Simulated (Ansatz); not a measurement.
The reference is CdS in the zinc blende structure (space group F-43m, No. 216).

```
CELL_PARAMETERS angstrom
      0.00000     2.87831     2.87831
      2.87831     0.00000     2.87831
      2.87831     2.87831     0.00000
ATOMIC_POSITIONS crystal
  Cd 0.00000 0.00000 0.00000
  S  0.25000 0.25000 0.25000
```

Cartesian axes are those of the cell as printed.

Level of theory: DFT with LDA, PAW potentials and a 420 eV plane-wave cutoff in Ansatz (a first-principles code), no spin-orbit coupling.

For the base:

| Property | Value |
|---|---|
| Band gap | 0.95 eV |

Now apply this change: a pure shear with ε_xy = ε_yx = 0.0057; the atoms relax in the strained cell.

Question: Estimate the effect on the stress and band gap.

Answer: The stress (xx, yy, zz, yz, xz, xy; compression positive) is (0.00, 0.00, 0.00, 0.00, 0.00, -0.32) GPa; the band gap shrinks by 0.023 eV to 0.92 eV.

Stability against distortions was not tested.
